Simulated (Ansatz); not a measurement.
The parent structure is InSb in the zinc blende structure (space group F-43m, No. 216; a = 6.556 Å). Axes: x, y, z lie along the cube axes.

Computed with r2SCAN (Ansatz, a program for electronic structure; PAW; 500 eV plane waves; no spin-orbit coupling).

Base values:

```
Item                             Value
-----------------------------  -------
Shortest interatomic distance  2.839 Å
Pressure                       0.0 GPa
Band gap                          zero
```

The change: a pure shear with ε_xy = ε_yx = 0.0057, atoms relaxed at fixed cell.

Question: Estimate the effect on the shortest interatomic distance, energy relative to the base, pressure and band gap.

Answer: The shortest interatomic distance drops by 0.004 Å to 2.835 Å; the energy increases by 0.4 meV/atom; the pressure (mean of the normal stresses, compression positive) remains 0.0 GPa; the band gap is still zero.

Spin-orbit coupling, missing from the scalar runs, can matter with Sb. The cells carry an imposed strain or load. Whether these cells are dynamically stable was not tested. The final runs are not spin-polarised. Gaps under 0.05 eV, about the width of the smearing, are given as zero. The zero or small gap of InSb can change with the level of theory.
